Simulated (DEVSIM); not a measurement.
Structure: illuminated Si p-on-n cell, one wavelength, with a back-surface field, at 350 K.

Layer 1 from the left is Si, thickness (μm) 0.120, Na (cm⁻³) 1.4e19, τn (s) 2.4e-7, τp (s) 7.2e-7, absorption coefficient (cm⁻¹) 1800. Layer 2 from the left is Si, thickness (μm) 83.0, Nd (cm⁻³) 1.3e15, τn (s) 7.5e-7, τp (s) 7.5e-7, absorption coefficient (cm⁻¹) 1800. Layer 3 from the left is Si, thickness (μm) 0.510, Nd (cm⁻³) 2.1e18, τn (s) 7.5e-7, τp (s) 7.5e-7, absorption coefficient (cm⁻¹) 1800.

Left contact: ohmic, minority electron recombination velocity 3e6 cm/s. Right contact: ohmic, minority hole recombination velocity 20 cm/s. Voltage is applied to the left contact. Recombination: SRH at mid-gap, radiative, Auger. Gap narrowing is on: ΔEg = 6.92 meV × (l + √(l² + 0.5)), l = ln(N/1.3e17 cm⁻³), shared equally by both band edges. Light enters at the left, 4.9e17 photons cm⁻² s⁻¹, one pass, no reflection. Mobility is constant in doping.

This is a model device: material constants are rounded textbook-type values typed into the input, and sizes, dopings and lifetimes were drawn at random. Values at 300 K; Nc and Nv go as T^1.5, mobilities as T to minus their exponent, the gap by Varshni's rule with the affinity fixed.

Si: gap (eV) 1.124, affinity (eV) 4.05, permittivity 11.7, Nc (cm⁻³) 2.86e19, Nv (cm⁻³) 3.1e19, μn (cm²/Vs) 1417, μp (cm²/Vs) 470, T exponent of μn 2.3, T exponent of μp 2.2, B (cm³/s) 4.7e-15, Cn (cm⁶/s) 2.8e-31, Cp (cm⁶/s) 9.9e-32, Varshni α (eV/K) 0.000473, Varshni β (K) 636.

Simulated with DEVSIM: 1D drift-diffusion, Boltzmann statistics, complete ionisation; no tunnelling, impact ionisation, image-force lowering or self-heating.

Dark forward current:

```
|V| (V)  |J| (A/cm²)
-------  -----------
0.05        1.026e-6
0.10        4.456e-6
0.15        1.819e-5
0.20        7.986e-5
0.25       0.0003771
0.30        0.001864
0.35        0.009361
0.40         0.04547
0.45          0.1900
0.50          0.6077
0.55           1.566
0.60           3.696
0.65           8.496
0.70           18.98
0.75           40.86
0.80           84.54
0.85           168.3
0.90           322.2
0.95           589.8
1.00            1017
1.05            1621
1.10            2378
```

Q: Work out the local ideality factor n = ΔV / (kT/q · ln(J2/J1)) between the rows 0.15 and 0.20 V, 0.30 and 0.35 V, 1.05 and 1.10 V.

A: kT/q = 30.16 mV. From 0.15 to 0.20 V: ln(7.986e-5/1.819e-5) = 1.479, n = 1.12. From 0.30 to 0.35 V: ln(0.009361/0.001864) = 1.614, n = 1.03, near the 1 of diffusion or emission over a barrier. From 1.05 to 1.10 V: ln(2378/1621) = 0.383, n = 4.33.

Q: What current could the absorbed light give at most, and what share is collected?

A: Σ αd = 15.1, so qΦ(1 − exp(−Σ αd)) = 78.5 mA/cm². The simulated short-circuit current is 67.03 mA/cm², a share of 0.85.

Q: Estimate the open-circuit voltage by superposition: the voltage at which the dark current equals that short-circuit current.

A: Interpolating ln J in the table gives 0.414 V. The simulation gives 0.410 V; the estimate lies 4 mV above. Superposition holds where collection doesn't change with voltage.

Q: Estimate the fill factor from FF0 = (v − ln(v + 0.72))/(v + 1), v = qVoc/(nkT), with n from the dark curve.

A: The rows about Voc, 0.40 and 0.45 V, give n = 1.16, so v = 11.7 and FF0 = 0.723. The simulation gives 0.735; the estimate lies 1.6 % below.
